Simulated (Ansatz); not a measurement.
# Competing hops of Mg-vacancy pair in bcc Mo, neutral cell

Consider Mg-vacancy pair (Mg on one host Mo site, one Mo site vacant) in bcc Mo, neutral cell. Calculation: PBE, PAW (plane waves to 420 eV; Ansatz, a program for electronic structure).

Cell of 36 host sites held at the relaxed PBE lattice; a 2×2×3 k-point mesh shifted by half a step; Fermi-Dirac width 0.10 eV, spin-restricted; finite-size errors left in. Energies are static. Forms of the defect that were not tried may lie lower.

Barriers: single points on a 3×3×5 k-point mesh shifted by half a step at the bands' geometries.

```csv
Route,Start site over the lowest site run (eV),Hop (Å),Forward barrier (eV),Backward barrier (eV),Neighbours at the start,Neighbours at the saddle,Saddle order,"Forward, on the band's own sampling (eV)"
the Mg atom itself jumps into the vacancy (Mg-vacancy distance between ideal sites 2.74 Å throughout),0.00,2.29,0.46,0.46,"2 Mo at 2.75, Mo at 2.77, 3 Mo at 2.84, Mo at 2.97, 2 Mo at 3.03, Mo at 3.06, 2 Mo at 3.26, Mo at 3.27 Å","4 Mo at 2.73, 2 Mo at 2.76, 6 Mo at 3.39 Å","not checked, on a symmetry element",0.47
```

Paths come from climbing-image nudged elastic band runs.  A band can be held on a symmetry element, so unchecked saddle points there may be too high.
